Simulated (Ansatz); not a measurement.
This Ansatz (a quantum-chemistry and plane-wave program) input is the reference run, ZnO in the wurtzite structure (space group P6_3mc, No. 186), computed with LDA in Ansatz (plane waves to 420 eV, PAW, without spin-orbit coupling):

Ansatz 0.2 input:
```yaml
crystal:
  lattice:
    - [3.1869348161, 0, 0]
    - [-1.5934674081, 2.759966511, 0]
    - [0, 0, 5.1525697967]
  atoms:
    - { symbol: Zn, position: [0.3333333333, 0.6666666667, 0.0017950001] }
    - { symbol: Zn, position: [0.6666666667, 0.3333333333, 0.5017950001] }
    - { symbol: O, position: [0.3333333333, 0.6666666667, 0.3802049999] }
    - { symbol: O, position: [0.6666666667, 0.3333333333, 0.8802049999] }
basis: { ecutwfc: 420, ecutrho_ratio: 4, xc_grid: 2, fft_grid_basis: typed }
kpoints: { mp_grid: { grid: [12, 12, 7] } }
hamiltonian:
  xc: lda
  dispersion: none
  pseudopotentials: { kind: paw }
scf: { occupations: { method: fermi_dirac, width: 0.05 }, convergence: { dr2_threshold: 0.0000000004 } }
output: { forces: true, stress: true }
checkpoint: { write: state.ck, write_every: 1000 }
```

Problem. Write the input for this change: uniaxial strain ε_zz = +3.00 %, all other strain components held at zero; the atoms relax in the strained cell.

Solution. 
Ansatz 0.2 input:
```yaml
crystal:
  lattice:
    - [3.1869348161, 0, 0]
    - [-1.5934674081, 2.759966511, 0]
    - [0, 0, 5.3071468906]
  atoms:
    - { symbol: Zn, position: [0.3333333333, 0.6666666667, 0.0017950001] }
    - { symbol: Zn, position: [0.6666666667, 0.3333333333, 0.5017950001] }
    - { symbol: O, position: [0.3333333333, 0.6666666667, 0.3802049999] }
    - { symbol: O, position: [0.6666666667, 0.3333333333, 0.8802049999] }
basis: { ecutwfc: 420, ecutrho_ratio: 4, xc_grid: 2, fft_grid_basis: typed }
kpoints: { mp_grid: { grid: [12, 12, 7] } }
hamiltonian:
  xc: lda
  dispersion: none
  pseudopotentials: { kind: paw }
scf: { occupations: { method: fermi_dirac, width: 0.05 }, convergence: { dr2_threshold: 0.0000000004 } }
relax: { f_tol: 0.005, max_steps: 50 }
output: { forces: true, stress: true }
checkpoint: { write: state.ck, write_every: 1000 }
```
This is the input that was run.

Whether these cells are dynamically stable was not tested.
